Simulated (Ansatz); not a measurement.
Ansatz (a quantum-chemistry and plane-wave program) run on CuPd (P4mm, 2 atoms in the cell): self-consistent single point.

Method of the run: PBEsol, default PAW files made with PBE (plane waves; Ansatz).

The change in words: lattice scaled by 0.98; basis.ecutwfc: 30.9 Ry → 21.7 Ry. Reference geometry:
```
CuPd
1.0
    2.96552     0.00000     0.00000
    0.00000     2.96552     0.00000
    0.00000     0.00000     2.96552
Cu Pd
1 1
Direct
  0.00000   0.00000   0.01686
  0.50000   0.50000   0.50000
```

Reference input (self-consistent single point, DFT, PBEsol, plane waves, default PAW files made with PBE): basis.ecutwfc = 30.9 Ry; kpoints.mp_grid.grid = 11 11 11; hamiltonian.xc = pbesol; hamiltonian.pseudopotentials = {kind: paw} (the program's default PAW files); scf.occupations.method = gaussian; scf.occupations.width = 0.0073 Ry. This run's input differs from it in these lines:

Ansatz 0.2 input:
```diff
@@ -2,5 +2,5 @@
   lattice:
-    - [2.965518, 0.000000, 0.000000]
-    - [0.000000, 2.965518, 0.000000]
-    - [0.000000, 0.000000, 2.965518]
+    - [2.906208, 0.000000, 0.000000]
+    - [0.000000, 2.906208, 0.000000]
+    - [0.000000, 0.000000, 2.906208]
   atoms:
@@ -9,3 +9,3 @@
 basis:
-  ecutwfc: 30.9 Ry
+  ecutwfc: 21.7 Ry
 kpoints:
```

Output, abridged:

```
SCF iter   1: F=—  HF=-13495.015070 eV  |F-HF|=—  |Δ(HF+E_count)|=         —  Δρ=2.36e-2  dr2=6.71e-2  ethr=1.77e-3  ⟨swp⟩=5.0  Hψ=11358  notcnv=0
all-band conjugate gradients solve this SCF's bands
preconditioner: auto → none
SCF iter   2: F=—  HF=-13494.973259 eV  |F-HF|=—  |Δ(HF+E_count)|=   4.18e-2  Δρ=1.59e-2  dr2=4.34e-2  ethr=1.81e-4  ⟨swp⟩=2.0  Hψ=6556  notcnv=0  defer=34
   [... lines left out ...]
SCF iter   4: F=—  HF=-13494.966715 eV  |F-HF|=—  |Δ(HF+E_count)|=   3.11e-4  Δρ=9.58e-4  dr2=1.72e-4  ethr=1.88e-6  ⟨swp⟩=2.1  Hψ=4125  notcnv=0  defer=34
SCF iter   5: F=—  HF=-13494.966661 eV  |F-HF|=—  |Δ(HF+E_count)|=   5.31e-5  Δρ=1.07e-4  dr2=1.36e-6  ethr=4.65e-7  ⟨swp⟩=2.1  Hψ=4278  notcnv=0  defer=34
SCF iter   6: F=—  HF=-13494.966627 eV  |F-HF|=—  |Δ(HF+E_count)|=   3.48e-5  Δρ=1.14e-5  dr2=2.17e-8  ethr=2.70e-10  ⟨swp⟩=5.6  Hψ=12377  notcnv=0
SCF iter   7: F=-13494.966627 eV  HF=-13494.966627 eV  |F-HF|=9.70e-10  |Δ(HF+E_count)|=   1.73e-9  Δρ=2.14e-6  dr2=1.24e-9  ethr=5.87e-11  ⟨swp⟩=2.0  Hψ=8530  notcnv=0
SCF 1 converged in 7 iterations: F = -13494.966627 eV  dr2 = 1.24e-9
Free energy (F): -13494.966627 eV
Internal energy: -13494.958367 eV  (E = F + TS)
E sigma→0 (E₀):  -13494.962497 eV
Entropy (-TS):   -0.008259 eV (-4.130 meV/atom)
Fermi energy:    19.815389 eV
--- Forces (eV/Å), atoms counted from 1 ---
  atom   1  Cu    -0.00000000     0.00000000    -0.43898264
  atom   2  Pd     0.00000000     0.00000000     0.43892340
--- Stress (GPa, compression-positive) ---
       15.134174       0.000000      -0.000000
        0.000000      15.134174       0.000000
       -0.000000       0.000000      14.781229
  P = ⅓ Tr σ = 15.0165 GPa (150.165 kbar)
  The stress holds the Pulay correction. Without it, at fixed plane waves, as pw.x and ABINIT print it: P = -24.3548 GPa
```

The run converged in 7 iterations. Against the reference run the free energy rises by 331 meV/atom, the pressure goes from -0.44 to 15.02 GPa and the largest force goes from 0.357 to 0.439 eV/Å.

The starting cell comes from a database of computed structures (which also holds hypothetical and non-ambient phases and stackings), without a prior relaxation at this level. Its lattice was rescaled by up to half a per cent. One atom was moved a little off its site on purpose. For this run, on top of that: lattice scaled by 0.98. Spin polarisation is off. Ansatz's pressure includes its estimate of the finite-basis (Pulay) stress. Without the estimate this run gives -24.35 GPa. The cutoff lies below the one recommended for these files.
